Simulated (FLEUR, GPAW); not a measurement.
A FLEUR input for a self-consistent single point of Pb₂Au (Ibam, 6 atoms in the cell) (DFT, PBEsol, all-electron FLAPW (FLEUR), scalar-relativistic valence):

Input of the input generator:

```
scf Pb2Au
&input film=f /
-6.7323893142 6.7418417243 5.1847130668
6.7323893142 -6.7418417243 5.1847130668
6.7323893142 6.7418417243 -5.1847130668
1.0
1.0 1.0 1.0

6
82 0.1596600000 0.1595600000 0.3192200000
82 0.8403400000 0.8404400000 0.6807800000
82 0.3403400000 0.6595600000 0.9999000000
82 0.6596600000 0.3404400000 0.0001000000
79 0.7500000000 0.2500000000 0.5000000000
79 0.2500000000 0.7500000000 0.5000000000

&comp jspins=1 /
&exco xctyp='PBEs' /
&kpt div1=4 div2=4 div3=4 gamma=t /
&end /
```

```xml
<?xml version="1.0" encoding="UTF-8" standalone="no"?>
<fleurInput fleurInputVersion="0.39">
   <comment>
      scf Pb2Au                                                                                           
   </comment>
   <calculationSetup>
      <cutoffs Kmax="4.1" Gmax="14.3" GmaxXC="14.3" numbands="0"/>
      <scfLoop itmax="100" minDistance="0.00001" maxIterBroyd="15" imix="Anderson" alpha="0.05" precondParam="0.0" spinf="2.0"/>
      <coreElectrons ctail="T" frcor="F" kcrel="0" coretail_lmax="0"/>
      <xcFunctional name="PBEs" relativisticCorrections="F"/>
      <magnetism jspins="1"/>
      <soc l_soc="F" theta="0.0" phi="0.0" spav="F"/>
      <expertModes spex="0" secvar="F"/>
      <geometryOptimization l_f="T" forcealpha="1.0" forcemix="BFGS" epsdisp="0.00001" epsforce="0.00001"/>
      <ldaU l_linMix="F" mixParam="0.05" spinf="1.0"/>
   </calculationSetup>
   <cell>
      <bzIntegration valenceElectrons="90.0" mode="gauss" fermiSmearingEnergy="0.00499791">
         <kPointListSelection listName="default-1"/>
         <!-- k-points included here -->
         <xi:include xmlns:xi="http://www.w3.org/2001/XInclude" href="kpts.xml"> </xi:include>
      </bzIntegration>
      <!-- symmetry operations included here -->
      <xi:include xmlns:xi="http://www.w3.org/2001/XInclude" href="sym.xml"> </xi:include>
      <bulkLattice scale="1.0">
         <bravaisMatrix>
            <row-1>   -6.7323893141999998     6.7418417243000004     5.1847130667999997</row-1>
            <row-2>    6.7323893141999998    -6.7418417243000004     5.1847130667999997</row-2>
            <row-3>    6.7323893141999998     6.7418417243000004    -5.1847130667999997</row-3>
         </bravaisMatrix>
      </bulkLattice>
   </cell>
   <atomSpecies>
      <species name="Lead (Pb)" element="Pb" atomicNumber="82">
         <mtSphere radius="2.68" gridPoints="925" logIncrement="0.015"/>
         <atomicCutoffs lmax="10" lnonsphr="8"/>
         <electronConfig flipSpins="F">
            <coreConfig>(1s1/2) (2s1/2) (2p1/2) (2p3/2) (3s1/2) (3p1/2) (3p3/2) (4s1/2) (3d3/2) (3d5/2) (4p1/2) (4p3/2) (5s1/2) (4d3/2) (4d5/2) (4f5/2) (4f7/2) (5p1/2) (5p3/2)</coreConfig>
            <valenceConfig>(6s1/2) (5d3/2) (5d5/2) (6p1/2) (6p3/2)</valenceConfig>
            <stateOccupation state="(6p1/2)" spinUp="0.3333333333333" spinDown="0.3333333333333"/>
            <stateOccupation state="(6p3/2)" spinUp="0.6666666666667" spinDown="0.6666666666667"/>
         </electronConfig>
         <energyParameters s="6" p="6" d="6" f="5"/>
         <lo type="SCLO" l="2" n="5" eDeriv="0"/>
      </species>
      <species name="Gold (Au)" element="Au" atomicNumber="79">
         <mtSphere radius="2.47" gridPoints="853" logIncrement="0.016"/>
         <atomicCutoffs lmax="10" lnonsphr="8"/>
         <electronConfig flipSpins="F">
            <coreConfig>(1s1/2) (2s1/2) (2p1/2) (2p3/2) (3s1/2) (3p1/2) (3p3/2) (4s1/2) (3d3/2) (3d5/2) (4p1/2) (4p3/2) (5s1/2) (4d3/2) (4d5/2) (4f5/2) (4f7/2)</coreConfig>
            <valenceConfig>(5p1/2) (5p3/2) (6s1/2) (5d3/2) (5d5/2)</valenceConfig>
            <stateOccupation state="(6s1/2)" spinUp="0.5" spinDown="0.5"/>
         </electronConfig>
         <energyParameters s="6" p="6" d="5" f="5"/>
         <lo type="SCLO" l="1" n="5" eDeriv="0"/>
      </species>
   </atomSpecies>
   <atomGroups>
      <atomGroup species="Lead (Pb)">
         <relPos label="                   1">.1596600000 .1595600000 .3192200000</relPos>
         <relPos label="                   2">-.1596600000 -.1595600000 -.3192200000</relPos>
         <relPos label="                   3">.3403400000 -.3404400000 -.0001000000</relPos>
         <relPos label="                   4">-.3403400000 .3404400000 .0001000000</relPos>
         <force calculate="T" relaxXYZ="TTT"/>
      </atomGroup>
      <atomGroup species="Gold (Au)">
         <relPos label="                   5">-1.000/4.000 1.000/4.000 1.000/2.000</relPos>
         <relPos label="                   6">1.000/4.000 -1.000/4.000 1.000/2.000</relPos>
         <force calculate="T" relaxXYZ="TTT"/>
      </atomGroup>
   </atomGroups>
   <output dos="F" band="F" slice="F">
      <checks vchk="F" cdinf="F"/>
      <bandDOS minEnergy="-.5*Htr" maxEnergy="0.5*Htr" sigma="0.015" storeEVData="T"/>
      <vacuumDOS vacdos="F" integ="F" star="F" nstars="0" locx1="0.0" locy1="0.0" locx2="0.0" locy2="0.0" nstm="0" tworkf="0.0"/>
      <unfoldingBand unfoldBand="F" supercellX="1" supercellY="1" supercellZ="1"/>
      <plotting iplot="0" polar="F">
         <plot TwoD="T" vec1="  1.0  0.0  0.0" vec2="  0.0  1.0  0.0" vec3="  0.0  0.0  1.0" zero="  0.0  0.0  0.0" file="plot"/>
      </plotting>
      <chargeDensitySlicing numkpt="0" minEigenval="0.0" maxEigenval="0.0" nnne="0" pallst="F"/>
      <specialOutput eonly="F"/>
      <magneticCircularDichroism mcd="F" energyLo="-10.0" energyUp="0.0"/>
   </output>
  <!-- We include the file relax.xml here to enable relaxations (see documentation) -->
  <xi:include xmlns:xi="http://www.w3.org/2001/XInclude" href="relax.xml"> <xi:fallback/> </xi:include>
</fleurInput>
```

**Question.** Write the same calculation as an input for GPAW.

**Answer.** This is the input that was run; spellings and numerical settings could be chosen otherwise.

```python
from ase import Atoms
from ase.units import GPa
from gpaw import GPAW, PW

atoms = Atoms(['Pb', 'Pb', 'Pb', 'Pb', 'Au', 'Au'],
              cell=[[-3.562627, 3.567629, 2.743632],
                    [3.562627, -3.567629, 2.743632],
                    [3.562627, 3.567629, -2.743632]],
              scaled_positions=[[0.159660, 0.159560, 0.319220],
                                [0.840340, 0.840440, 0.680780],
                                [0.340340, 0.659560, 0.999900],
                                [0.659660, 0.340440, 0.000100],
                                [0.750000, 0.250000, 0.500000],
                                [0.250000, 0.750000, 0.500000]],
              pbc=True)

calc = GPAW(mode=PW(600),
            xc='PBEsol',
            kpts={'size': (4, 4, 4), 'gamma': True},
            occupations={'name': 'methfessel-paxton', 'width': 0.136, 'order': 0},
            nbands=-14,
            symmetry={'symmorphic': False, 'tolerance': 0.0005},
            maxiter=100,
            txt='-')

atoms.calc = calc

energy = atoms.get_potential_energy()
print('Energy (eV):', round(energy, 6))
forces = atoms.get_forces()
print('Forces (eV/Ang):')
print(forces.round(5))
stress = atoms.get_stress()
print('Stress (GPa, Voigt):', (stress / GPa).round(4))
```

Basis, cutoffs, solver keys and any potentials are the target program's own. This input uses DFT PBEsol, plane waves, GPAW PAW datasets PBEsol (made by gpaw-setup).

The starting cell comes from a database of computed structures (which also holds hypothetical and non-ambient phases and stackings), without a prior relaxation at this level. Its lattice was rescaled by a random factor within 2.5 % of one. For this run, on top of that: lattice scaled by 0.98.
